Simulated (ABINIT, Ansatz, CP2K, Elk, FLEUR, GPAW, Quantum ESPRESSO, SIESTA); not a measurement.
# a sheet of PtS2 (3 atoms in the cell) computed with different codes at matched settings

Self-consistent single point.

```
PtS2
1.0
    3.35403     0.00000     0.00000
   -1.67701     2.90467     0.00000
    0.00000     0.00000    16.79262
Pt S
1 2
Cartesian
  0.00000   0.00000   8.39631
  0.00000   1.93645   9.79262
  1.67701   0.96822   7.00001
```

Shared settings, as Ansatz (a program for electronic structure) writes them: kpoints.mp_grid.grid = 11 11 1; scf.occupations.method = fermi_dirac; scf.occupations.width = 0.1 eV. Potentials and cutoffs stand in the table.

```tsv
code	model	largest force (eV/Å)	gap on the mesh (eV)	cutoff
GPAW	PBEsol, GPAW PAW datasets PBEsol (made by gpaw-setup)	0.895	1.358	600 eV
CP2K	PBEsol, GPW, DZVP-MOLOPT-SR-GTH basis, GTH-PBE potentials (GTH_POTENTIALS)	0.810	1.448	grid 500 Ry
ABINIT	PBEsol, PAW (JTH v2.0 PBE PAW, files made for PBE)	0.811	1.341	21 Ha
SIESTA	GGA PBEsol, numerical atomic orbitals DZP, PseudoDojo PBEsol standard norm-conserving potentials (rewritten from UPF to PSML)	0.500	1.295	grid 300 Ry
Ansatz	PBEsol, default PAW files made with PBE	0.915	1.385	420 eV
Quantum ESPRESSO	PBEsol, SSSP 1.1.2 efficiency (PBE) pseudopotentials	0.904	1.377	40 Ry
Elk	PBEsol, all-electron FP-LAPW, Elk's shipped species files, default APW+lo basis	–	1.389	default
FLEUR	PBEsol, all-electron FLAPW (FLEUR, film geometry), scalar-relativistic valence	0.963	1.385	Kmax 4.1 1/bohr
```

A dash marks a value that a program does not give, or that is left out as unsure.

Gaps are read on the mesh.

On Ansatz's run: spin-orbit coupling is off.

The spread over the programs that give each value: largest force within 0.463 eV/Å; gap on the mesh within 0.153 eV.

CP2K and SIESTA use small atom-centred bases, whose incompleteness enters pressures, forces and empty levels differently from a plane-wave cutoff. Elk and FLEUR treat all electrons, but the usual bases taken here (sphere radii, linearisation, local orbitals, empty states) were not tested for convergence, so the values are no reference for the others. In the force vectors, CP2K (by 0.089), ABINIT (by 0.088) and SIESTA (by 0.399) lie more than 0.08 eV/Å from the median of the plane-wave programs.

The starting cell was generated: these elements placed on a structure prototype, without a prior relaxation; it need not be a known phase or ordering of this composition. Its lattice was rescaled in the plane by a random factor within 2.5 % of one.

Keys are those of Ansatz 0.2.
